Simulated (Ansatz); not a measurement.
Response to strain in SnTe

The reference is SnTe in the rock salt structure (space group Fm-3m, No. 225).

```
CELL_PARAMETERS angstrom
      0.00000     3.20463     3.20463
      3.20463     0.00000     3.20463
      3.20463     3.20463     0.00000
ATOMIC_POSITIONS crystal
  Te 0.00000 0.00000 0.00000
  Sn 0.50000 0.50000 0.50000
```

Strains are applied to the cell and any free atomic positions relax.

All numbers come from plane-wave PAW DFT at the PBE level (Ansatz, a first-principles code, 420 eV), scalar-relativistic without spin-orbit coupling, earlier PAW set.

| isotropic strain (%) | pressure (GPa) |
|---|---|
| -1.05 | 1.4 |
| 0 | 0.0 |
| 0.17 | -0.2 |
| 1.05 | ? |
| 5.85 | -4.7 |

Task: Fit P = P₀ − Bδ + Cδ² with δ = (1 + ε)³ − 1 to the rows shown and predict the withheld row.

Result: Least squares on the printed values gives P₀ = 0.0 GPa, B = 41.9 GPa, C = 89.3 GPa (largest residual 0.0 GPa); this predicts -1.2 GPa, and the run gives -1.2 GPa, in agreement.

Whether these cells are dynamically stable was not tested. All final runs are without spin polarisation.
